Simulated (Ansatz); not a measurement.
PbS (C2/m, No. 12, 4 atoms in the cell; start mp-726184; a measured phase of this formula has another space group) was calculated with LDA (PAW; Ansatz, a quantum-chemistry and plane-wave program).

Run with plane-wave cutoff 500 eV, 10×10×1 k mesh (along the axes of the cell as run), gaussian smearing 0.02 eV, scalar-relativistic PAW data made under PBE.

Cell (relaxed at this level):

PbS has the monoclinic space group C2/m (No. 12), Pearson symbol mS8. Lattice parameters: a = 5.830 Å, b = 5.830 Å, c = 16.556 Å, α = 90.00°, β = 94.27°, γ = 90.00°. Pb on 4i has 1 S at 2.645 Å and 4 S at 2.920 Å (square pyramidal). S on 4i is coordinated by 1 Pb at 2.645 Å and 4 Pb at 2.920 Å (square pyramidal). (Neighbours: up to the widest gap in distance over summed covalent radii, below 1.35, at either atom; cation-cation and far metal-metal contacts left out.)
(The calculation used a cell of 4 atoms; values per cell refer to that cell.)

Q: Give the computed band gap.

A: 
band gap: 1.51 eV (on the SCF k mesh)

Note: the relaxation could not lower the start's symmetry, so the cell can be a saddle point above a distorted one.

Spin–orbit coupling is not included; with these elements it can move the gap by several tenths of an eV or more.

Computing time: about 2.3 core-minutes (a rough figure).

A start named mp-… is a Materials Project structure, which need not be a measured phase.
